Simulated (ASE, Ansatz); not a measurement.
One thermal frame of composition TiSi, cell Ti24Si24, held well above this temperature first, at a temperature that wasn't checked against the liquidus, so perhaps supercooled [in the CHGNet run: it was liquid; mean temperature 1653 K (target 1660 K); density 3.80 g/cm³, volume +4 % from the start cell's; mean pressure -1.5 GPa against a target of 0], 1660 K, computed in Ansatz (plane waves, PAW) at several levels on the same positions and k-sampling (one point, (1/4, 1/4, 1/4)); no spin polarisation or spin-orbit coupling.

Warnings of the PBEsol run: pseudo functional mismatch. Warnings of the LDA run: pseudo functional mismatch. 

The frame comes from MD with CHGNet (ASE). The base level is PBE (cutoff 420 eV), whose static pressure on this k-sampling is -0.5 GPa. On the run's last frame a denser k-mesh moved the forces by 0.055 eV/Å rms, the static pressure by -0.06 GPa and the free energy by -2 meV/atom, which is about how far such values are converged. That check is the base level's. Differences between levels on one k-sampling err less than the absolute values. Cutoffs of the other levels: 500 eV for r2SCAN, the files' default (420 eV for most) otherwise. Volume per atom 16.59 Å³.

| level | static pressure less the base's (GPa) | rms force change from the base (eV/Å) | cost |
|---|---|---|---|
| PBE | 0 | 0 | (base) |
| r2SCAN | … | 0.06 | very roughly 120 core-seconds |
| PBEsol | … | 0.04 | about 24 core-seconds (a rough figure) |
| LDA | … | … | roughly 21 core-seconds |

Question: Fill in the missing entries.

Answer: 
- r2SCAN, static pressure less the base's (GPa): -1.3
- PBEsol, static pressure less the base's (GPa): -3.6
- LDA, static pressure less the base's (GPa): -6.5
- LDA, rms force change from the base (eV/Å): 0.11

Ansatz is a first-principles code.
